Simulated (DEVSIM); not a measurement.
System: abrupt In0.53Ga0.47As n-p junction, at 250 K.

| layer (left to right) | material | thickness (μm) | Nd (cm⁻³) | Na (cm⁻³) | τn (s) | τp (s) |
|---|---|---|---|---|---|---|
| 1 | In0.53Ga0.47As | 3.80 | 2.8e16 | - | 2.3e-8 | 2.3e-8 |
| 2 | In0.53Ga0.47As | 7.00 | - | 1.4e14 | 2.3e-8 | 2.3e-8 |

Left contact: ohmic. Right contact: ohmic. Voltage is applied to the left contact. Recombination: SRH at mid-gap, Auger. Mobility is μmin + (μ − μmin)/(1 + (N/Nref)^α).

Constants are typed, rounded textbook-type inputs, not results; the design itself was drawn at random and stands for no fabricated device. Values at 300 K; Nc and Nv go as T^1.5, mobilities as T to minus their exponent, the gap by Varshni's rule with the affinity fixed.

```csv
parameter,In0.53Ga0.47As
gap (eV),0.74
affinity (eV),4.51
permittivity,13.9
Nc (cm⁻³),2.1e17
Nv (cm⁻³),7.7e18
μn (cm²/Vs),12000
μp (cm²/Vs),300
"μn,min",300
"μp,min",10
"Nref,n",1.3e17
"Nref,p",4.9e17
αn,0.48
αp,0.4
T exponent of μn,1.6
T exponent of μp,1.6
Cn (cm⁶/s),5e-29
Cp (cm⁶/s),5e-29
Varshni α (eV/K),0.00035
Varshni β (K),190
```

Model (solved in DEVSIM): 1D drift-diffusion, Boltzmann statistics, complete ionisation; no tunnelling, impact ionisation, image-force lowering or self-heating.

Base results: largest field in the device at zero bias (V/cm) 8300; dark forward voltage at 100 A/cm² (V) 0.468; potential step across the device at zero bias (V) 0.488.

**Question.** What follows from this one change: doping Na of layer 2 1.4e+14 → 4.2e+15 cm^-3?

**Answer.** largest field in the device at zero bias 8300 → 22000 V/cm; dark forward voltage at 100 A/cm² 0.468 → 0.506 V; potential step across the device at zero bias 0.488 → 0.561 V.

**Question.** What follows from this one change: temperature 250 → 500 K?

**Answer.** largest field in the device at zero bias 8300 → 10000 V/cm; dark forward voltage at 100 A/cm² 0.468 → 0.070 V; potential step across the device at zero bias 0.488 → 0.144 V.

**Question.** What follows from this one change: minority lifetime in layer 2 2.3e-08 → 2.3e-07 s?

**Answer.** largest field in the device at zero bias little changed (8300 V/cm); dark forward voltage at 100 A/cm² 0.468 → 0.456 V; potential step across the device at zero bias little changed (0.488 V).

**Question.** What follows from this one change: doping Nd of layer 1 2.8e+16 → 8.4e+15 cm^-3?

**Answer.** largest field in the device at zero bias 8300 → 5300 V/cm; dark forward voltage at 100 A/cm² 0.468 → 0.473 V; potential step across the device at zero bias 0.488 → 0.462 V.

**Question.** What follows from this one change: thickness of layer 2 7 → 21 μm?

**Answer.** largest field in the device at zero bias little changed (8300 V/cm); dark forward voltage at 100 A/cm² 0.468 → 0.662 V; potential step across the device at zero bias little changed (0.488 V).
